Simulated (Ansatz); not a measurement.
Consider Se (space group P3_121, No. 152; a = 4.039 Å, c = 5.120 Å; made of chains).

Levels (all Ansatz, a program for electronic structure, PAW, earlier PAW set): PBEsol (420 eV, without spin-orbit coupling); HSE06+SOC (420 eV, spin-orbit coupling included).

The geometry is relaxed with PBEsol.

| Item | Result |
|---|---|
| PBEsol band gap | 0.39 eV |

Predict the band gap from HSE06+SOC.

The band gap increases by 0.622 eV to 1.02 eV.

Single points use the geometry relaxed with PBEsol. HSE06 gaps are upper bounds (no full band path). The spin-orbit shifts are approximate. Whether these cells are dynamically stable was not tested. No dispersion term is included in the PBEsol runs.
